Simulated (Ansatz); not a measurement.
We consider SrScHO₂ (model structure, started from the SrVO2H type, P4/mmm, No. 123, 5 atoms in the cell), described by r²SCAN (plane waves, PAW; Ansatz, a quantum-chemistry and plane-wave program).

Settings: plane-wave cutoff 560 eV, 8×8×10 k mesh (along the axes of the cell as run), Fermi–Dirac smearing 0.01 eV, scalar-relativistic PAW data made under PBE.

Cell (relaxed with PBEsol):

ScSrHO₂ is modelled in the tetragonal space group P4/mmm (No. 123), Pearson symbol tP5. Lattice parameters: a = 4.087 Å, b = 4.087 Å, c = 3.817 Å, α = 90.00°, β = 90.00°, γ = 90.00°. Sr on 1d sees 8 O at 2.796 Å and 4 H at 2.890 Å (cuboctahedral). Sc on 1a sees 2 H at 1.909 Å and 4 O at 2.044 Å (octahedral). O on 2f is surrounded by 2 Sc at 2.044 Å and 4 Sr at 2.796 Å (octahedral). H on 1b is surrounded by 2 Sc at 1.909 Å and 4 Sr at 2.890 Å (octahedral). (Neighbours: up to the widest gap in distance over summed covalent radii, below 1.35, at either atom; cation-cation and far metal-metal contacts left out.)

**Question.** Give the computed band gap, smallest direct gap on the k points sampled and direct gap at Γ.

**Answer.** 
- band gap = 2.89 eV
- smallest direct gap on the k points sampled = 3.31 eV
- direct gap at Γ = 4.71 eV

Note: the relaxation could raise the start's symmetry but not lower it, so the cell can be a saddle point; cell and atoms aren't relaxed at this level (pressure 2.2 GPa).

Spin–orbit coupling is not included.

Static lattice: no zero-point or thermal effects.

A model structure was made by putting elements into a prototype or built by hand; it is no filed structure, need not be a known phase, and can be a saddle point held by its symmetry.
